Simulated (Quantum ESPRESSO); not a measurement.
Input and output of a self-consistent single point for Rh2YSi2 (I4/mmm, 5 atoms in the cell) (Quantum ESPRESSO).

Level of theory: LDA (PZ), GBRV 1.5 ultrasoft (LDA) pseudopotentials (plane waves; Quantum ESPRESSO).

```
Y(SiRh)2
1.0
   -2.01150     2.01150     4.95000
    2.01150    -2.01150     4.95000
    2.01150     2.01150    -4.95000
Rh Y Si
2 1 2
Direct
  0.75000   0.25000   0.50000
  0.25000   0.75000   0.50000
  0.00000   0.00000   0.00000
  0.37500   0.37500   0.00000
  0.62500   0.62500   0.00000
```

Reference input (self-consistent single point, DFT, LDA (PZ), plane waves, GBRV 1.5 ultrasoft (LDA) pseudopotentials): ecutwfc = 40 Ry; ecutrho = 320 Ry; occupations = smearing; smearing = marzari-vanderbilt; degauss = 0.0147 Ry; potentials = {Rh: rh_lda_v1.4.uspp.F.UPF, Y: y_lda_v1.4.uspp.F.UPF, Si: si_lda_v1.uspp.F.UPF}; K_POINTS = automatic 8 8 8 0 0 0; conv_thr = 1e-09 Ry. This run's input differs from it in these lines:

```diff
@@ -11,4 +11,4 @@
    ntyp = 3,
-   ecutwfc = 40,
-   ecutrho = 320,
+   ecutwfc = 24,
+   ecutrho = 192,
    occupations = 'smearing',
```

The program printed (abridged):

```
     Self-consistent Calculation

     iteration #  1     ecut=    24.00 Ry     beta= 0.70

     negative rho (up, down):  1.170E-01 0.000E+00

     total energy              =    -453.13294259 Ry
     estimated scf accuracy    <       1.90652756 Ry

     iteration #  2     ecut=    24.00 Ry     beta= 0.70

     negative rho (up, down):  1.115E-01 0.000E+00

     total energy              =    -453.01728668 Ry
     estimated scf accuracy    <       7.28062327 Ry

     iteration #  3     ecut=    24.00 Ry     beta= 0.70

     negative rho (up, down):  1.129E-01 0.000E+00

     total energy              =    -454.12682302 Ry
     estimated scf accuracy    <       0.10189088 Ry

   [... 6 blocks of this kind left out ...]

     iteration # 10     ecut=    24.00 Ry     beta= 0.70

     negative rho (up, down):  1.144E-01 0.000E+00

     total energy              =    -454.15525415 Ry
     estimated scf accuracy    <          2.3E-09 Ry

     iteration # 11     ecut=    24.00 Ry     beta= 0.70

     negative rho (up, down):  1.144E-01 0.000E+00
     End of self-consistent calculation

     the Fermi energy is    14.9909 ev

!    total energy              =    -454.15525416 Ry
     estimated scf accuracy    <          1.1E-10 Ry
     smearing contrib. (-TS)   =      -0.00056752 Ry
     internal energy E=F+TS    =    -454.15468664 Ry

     convergence has been achieved in  11 iterations

     negative rho (up, down):  1.144E-01 0.000E+00

     Forces acting on atoms (cartesian axes, Ry/au):

     atom    1 type  1   force =     0.00000000    0.00000000    0.00000000
     atom    2 type  1   force =    -0.00000000   -0.00000000    0.00000000
     atom    3 type  2   force =     0.00000000    0.00000000    0.00000000
     atom    4 type  3   force =     0.00000000    0.00000000    0.01321996
     atom    5 type  3   force =     0.00000000    0.00000000   -0.01321996

     Total force =     0.018696     Total SCF correction =     0.000003

     negative rho (up, down):  1.144E-01 0.000E+00
          total   stress  (Ry/bohr**3)                   (kbar)     P=    -1396.28
  -0.00948764   0.00000000   0.00000000        -1395.68        0.00        0.00
   0.00000000  -0.00948764   0.00000000            0.00    -1395.68        0.00
   0.00000000   0.00000000  -0.00949997            0.00        0.00    -1397.49

   JOB DONE.
```

The run converged in 11 iterations. Against the reference run the free energy rises by 2.86 eV/atom, the pressure goes from -4.01 to -139.6 GPa and the largest force goes from 0.441 to 0.340 eV/Å. The full log also holds: “c_bands:  1 eigenvalues not converged”.

The starting cell comes from a database of published, mostly measured structures (it also holds non-ambient and calculated ones), without a prior relaxation at this level. Spin polarisation is off. At the lowered cutoff the pressure carries the error of an incomplete plane-wave basis.

Cost on one core of a shared machine: roughly 70 s.
